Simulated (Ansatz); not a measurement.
The cell is built on a prototype and need not be the phase stable at ambient conditions.

By PBEsol, the system below comes out a metal.

Without scattering a metal conducts by its projected Fermi surface.

Input:

```
YB2
1.0
    4.93580     0.55507     0.00000
    2.94585     3.99902     0.00000
    0.99497    -1.72198     1.98876
Y B
1 2
Direct
  0.00000   0.00000   0.00000
  0.71512   0.71512   0.00000
  0.28488   0.28488   0.00000
```

Space group of this cell: I4/mmm. The cell was relaxed by PBE-D3(BJ).

The current flows along the normal of the first two printed cell vectors. No spin-orbit coupling; the value is a mean over 0.1 eV about the Fermi level.

Question: Estimate the ballistic conductance per area that PBEsol (Ansatz, an electronic-structure program) returns for this system.

Answer: 1.2 × 10¹⁵ S/m² for both spins.
